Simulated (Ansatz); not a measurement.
## A short convergence ladder for ZnCu2SnSe4 (I-4, 8 atoms in the cell)

```yaml
crystal:
  lattice:
    - [-2.90006, 2.90006, 5.76853]
    - [2.90006, -2.90006, 5.76853]
    - [2.90006, 2.90006, -5.76853]
  atoms:
    - { symbol: Zn, position: [0.75000, 0.25000, 0.50000] }
    - { symbol: Cu, position: [0.25000, 0.75000, 0.50000] }
    - { symbol: Cu, position: [0.00000, 0.00000, 0.00000] }
    - { symbol: Sn, position: [0.50000, 0.50000, 0.00000] }
    - { symbol: Se, position: [0.62975, 0.63653, 0.52624] }
    - { symbol: Se, position: [0.36347, 0.88971, 0.99322] }
    - { symbol: Se, position: [0.11029, 0.10351, 0.47376] }
    - { symbol: Se, position: [0.89649, 0.37025, 0.00678] }
```

Base method: PBE (plane waves, PAW; Ansatz, a first-principles code).

Base settings: basis.ecutwfc = 420 eV; kpoints.mp_grid.grid = 4 4 4; hamiltonian.xc = pbe; hamiltonian.pseudopotentials = {kind: paw} (the program's default PAW files); scf.occupations.method = fermi_dirac; scf.occupations.width = 0.1 eV.

**Zone-centre phonons against the cutoff**

In this ladder: phonons.method = dfpt.

The mesh stays at the base's, so the ladder's end is converged at best in this setting alone.

Frequencies are those of the unrelaxed cell, without the LO-TO term of polar crystals.

Only quantities that move along the ladder and can be compared are tabulated.

| basis.ecutwfc | highest zone-centre frequency (cm⁻¹) | lowest optical frequency (cm⁻¹) |
|---|---|---|
| 210 eV | 216.0 | 57.8 |
| 295 eV | 207.1 | 59.6 |
| 355 eV | 207.7 | 59.8 |
| 420 eV | 207.6 | 59.9 |

Coarsest basis.ecutwfc that holds the highest zone-centre frequency within 2 cm⁻¹ of the last step, with all finer ones: 295 eV; the step before is off by 8.4 cm⁻¹.

Coarsest basis.ecutwfc that holds the lowest optical frequency within 1 cm⁻¹ of the last step, with all finer ones: 295 eV; the step before is off by 2.1 cm⁻¹.

On the base run: the starting cell comes from a database of computed structures (which also holds hypothetical and non-ambient phases and stackings), without a prior relaxation at this level. Its lattice was rescaled by up to half a per cent. Spin polarisation is off. The run gives no clean gap (levels at the Fermi energy touch, overlap or are partly filled at this smearing), which alone does not show that the compound is a metal.

Keys are those of Ansatz 0.2.
